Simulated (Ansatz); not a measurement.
**Competing hops of Ga vacancy in zinc-blende GaN, charge state -3**

Defect migration in zinc-blende GaN: Ga vacancy, charge state -3. Method: PBE, PAW (plane waves to 420 eV; Ansatz, a program for electronic structure).

Settings: 64 host sites, the relaxed PBE lattice, one k-point at (0.250, 0.250, 0.250), smearing 0.01 eV, spin-restricted, no image-charge correction. Energies are static. The host's phase is taken as given; its stability against other phases was not computed. The charge state is imposed; whether it is stable for some Fermi level was not computed. Forms of the defect that were not tried may lie lower.

Barriers: single points on a 2×2×2 k-point mesh shifted by half a step at the bands' geometries.

```
Route                                                     Start site over the lowest site run (eV)  Hop (Å)  Forward barrier (eV)  Backward barrier (eV)              Neighbours at the start               Neighbours at the saddle  Saddle order  Forward, on the band's own sampling (eV)
--------------------------------------------------------  ----------------------------------------  -------  --------------------  ---------------------  -----------------------------------  -------------------------------------  ------------  ----------------------------------------
one Ga atom jumps into the vacancy from a nearby Ga site                                      0.00     3.11                  2.12                   2.12  N at 1.87, 2 N at 1.99, N at 2.01 Å  N at 1.81, 2 N at 2.30, 2 N at 2.32 Å   first order                                      2.11
```

Paths come from climbing-image nudged elastic band runs.  

The whole set of runs took very roughly 1.1 core-hours.
